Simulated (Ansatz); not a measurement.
TiO2, pressure series

The reference is TiO2 in the anatase structure (space group I4_1/amd, No. 141; a = 3.799 Å, c = 9.701 Å).

Cell and atoms are relaxed at each pressure.

The values are results of Kohn–Sham DFT with the PBE functional, run in Ansatz (an electronic-structure program) with PAW and 420 eV plane waves, without spin-orbit coupling, not measurements.

Notes on the quantities. enthalpy: H = E + PV relative to the base's energy.

```
change             smallest direct gap  c/a ratio       enthalpy  band gap
-----------------  -------------------  ---------  -------------  --------
base                           2.43 eV      2.554              –   2.13 eV
pressure −2 GPa                2.41 eV      2.567  -0.15 eV/atom   2.13 eV
pressure −1 GPa                2.42 eV      2.561  -0.07 eV/atom   2.13 eV
pressure 0.9 GPa               2.44 eV          …  +0.07 eV/atom   2.12 eV
pressure 2.1 GPa                     …          …  +0.15 eV/atom   2.12 eV
pressure 4.5 GPa               2.46 eV      2.520  +0.32 eV/atom   2.10 eV
pressure 9 GPa                 2.48 eV      2.483  +0.64 eV/atom   2.07 eV
pressure 15 GPa                2.49 eV      2.430  +1.05 eV/atom         …
pressure 22.5 GPa              2.49 eV      2.368  +1.54 eV/atom   1.91 eV
pressure 30 GPa                2.47 eV      2.311  +2.02 eV/atom   1.82 eV
```

### Question
Fill in the withheld entries from the trend.

### Answer

- pressure 0.9 GPa, c/a ratio: 2.547
- pressure 2.1 GPa, smallest direct gap: 2.45 eV
- pressure 2.1 GPa, c/a ratio: 2.538
- pressure 15 GPa, band gap: 2.00 eV

Load acts through the strain it causes; cell and atoms are relaxed under it. Stability against distortions was not tested. Competing high-pressure phases were not computed. All final runs are without spin polarisation.
